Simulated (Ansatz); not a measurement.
Base system: SiC (space group P6_3mc, No. 186; a = 3.0950 Å, c = 15.1865 Å).

(Cell as relaxed with PBE.)

Levels (all Ansatz, a first-principles code, PAW, earlier PAW set): PBE (420 eV, no spin-orbit coupling); r2SCAN (500 eV, scalar-relativistic without spin-orbit coupling).

Each level relaxes its own structure.

```csv
base,PBE,r2SCAN
volume per atom,10.50 Å³,10.33 Å³
lattice parameter a,3.095 Å,3.079 Å
```

One thing is altered: every C is replaced by B, then cell and atoms are relaxed.

```json
[
 {"quantity": "c/a ratio", "PBE": "5.305", "r2SCAN": "5.299"},
 {"quantity": "lattice parameter a", "PBE": "3.231 Å", "r2SCAN": "3.226 Å"}
]
```

PBE's c/a ratio lies 0.006 above r2SCAN's; PBE's lattice parameter a lies 0.0056 Å above r2SCAN's (0.2 %). Neither level is exact; r2SCAN is the comparison here, not a measurement.

No phonon test of stability was made. For SiB in this form, whether it has been made was not checked. The final runs are not spin-polarised.
